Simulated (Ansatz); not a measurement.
A (6,0) SiC nanotube has 24 atoms in a period of 5.322 Å, a mean diameter of 6.04 Å, and lies 176 meV/atom over the flat sheet relaxed at the same level.

Method: PBE (plane waves to 420 eV, PAW; Ansatz, a first-principles code). Mesh 1×1×6. No spin polarisation. Periodic along z alone, with about 11 Å of vacuum beside it. A hypothetical model, rolled from the flat sheet. Only distortions within the start's symmetry and period were free.

Q: Which bending rigidity of the sheet does this imply in the thin-plate picture?

A: A plate bent to radius R stores D/(2R²) an area. The area an atom is π × 6.04 × 5.322/24 = 4.21 Å², so the stored energy is 0.176/4.21 = 0.0418 eV/Å². With R = 3.020 Å, D = 2R² × 0.0418 = 0.76 eV.
